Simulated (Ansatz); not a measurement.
Consider a periodic stack without vacuum, hcp Ti (0 0 1) on alpha cristobalite (1 0 1) (film strained to the substrate, started from cuts of the bulks and a machine-learned relaxation): substrate slab Si14O28, film Ti24, surface cells [[0, 1], [-1, 0]] and [[-3, 0], [-1, -2]], film strained by -1.0 and -0.1 %, outermost planes OSi/OSi and Ti/Ti as cut, which need not be the usual terminations and can put a slab off its formula. Its start:

```
CELL_PARAMETERS angstrom
      8.73100     0.00000    -0.04339
      0.00000     5.08305     0.03541
      1.31428     0.62060    25.09008
ATOMIC_POSITIONS crystal
  Si 0.81180 0.68674 0.03214
  Si 0.43842 0.31181 0.13244
  O  0.98537 0.54026 0.00945
  O  0.48568 0.35376 0.06919
  O  0.86894 0.79818 0.09019
  O  0.25756 0.22964 0.13899
  Si 0.56577 0.80364 0.19096
  Si 0.10000 0.20970 0.17597
  Si 0.07738 0.29736 0.29930
  Si 0.90484 0.71349 0.15110
  O  0.74641 0.72099 0.18797
  O  0.46218 0.58309 0.16393
  O  0.13549 0.26382 0.23736
  O  0.54450 0.08291 0.15891
  O  0.03079 0.91378 0.17287
  O  0.51257 0.82939 0.25346
  O  0.97461 0.41711 0.15363
  O  0.89508 0.23605 0.30625
  Si 0.20122 0.78856 0.35349
  Si 0.73691 0.23787 0.34299
  Si 0.72084 0.26680 0.46740
  Si 0.54517 0.74278 0.31516
  O  0.38384 0.72940 0.35000
  O  0.11070 0.59979 0.31444
  O  0.77350 0.30291 0.40454
  O  0.17163 0.09566 0.33715
  O  0.65765 0.94965 0.34200
  O  0.13688 0.73036 0.41467
  O  0.62287 0.45344 0.31716
  O  0.54019 0.18815 0.47157
  Si 0.85328 0.75453 0.52421
  Si 0.37386 0.15077 0.50247
  Si 0.34544 0.03023 0.62427
  Si 0.18371 0.65465 0.47495
  O  0.03263 0.67303 0.51465
  O  0.74266 0.54043 0.49795
  O  0.38796 0.19688 0.56589
  O  0.82390 0.04161 0.49590
  O  0.31630 0.85209 0.49347
  O  0.81747 0.76456 0.58847
  O  0.25072 0.35600 0.47782
  O  0.14550 0.01661 0.62760
  Ti 0.68759 0.28599 0.68495
  Ti 0.36207 0.29747 0.70677
  Ti 0.52200 0.78703 0.69029
  Ti 0.03101 0.25332 0.67659
  Ti 0.16635 0.74090 0.69229
  Ti 0.84449 0.77570 0.66169
  Ti 0.54520 0.45174 0.78232
  Ti 0.19221 0.45446 0.78720
  Ti 0.36739 0.93147 0.78555
  Ti 0.87469 0.47500 0.76269
  Ti 0.02973 0.97344 0.77517
  Ti 0.70297 0.95169 0.77000
  Ti 0.68720 0.23486 0.86947
  Ti 0.36165 0.24423 0.88728
  Ti 0.52147 0.72136 0.87980
  Ti 0.02743 0.24896 0.87368
  Ti 0.19182 0.74528 0.87686
  Ti 0.85283 0.74686 0.86769
  Ti 0.50876 0.40730 0.99505
  Ti 0.16666 0.38677 0.97152
  Ti 0.33641 0.88459 0.96735
  Ti 0.83341 0.37412 0.95449
  Ti 0.01205 0.89114 0.95794
  Ti 0.65517 0.91733 0.96146
```

The start was prepared with a machine-learned potential, and the result is one local minimum, with the in-plane cell held and forces under 0.04 eV/Å; the film can end far from its bulk form.

These are PBE (plane waves to 420 eV, PAW; Ansatz, a quantum-chemistry and plane-wave program) values and carry that method's errors. No spin–orbit coupling; the runs are not spin-polarised; PBE gaps are too small against experiment. Its k-point mesh 3×5×1, Fermi–Dirac width 0.05 eV.

Question: Predict the relaxed interface.

Answer: The interface area comes out as 44.4 Å², the period is 24.76 Å and the gaps between the outermost planes at the two interfaces is 0.35 and -0.06 Å. The O–Ti contacts across the interfaces within 1.22 times the sum of covalent radii comes out as 9, mean 2.04 Å and the Si–Ti contacts across the interfaces within 1.22 times the sum of covalent radii comes out as 7, mean 2.63 Å.
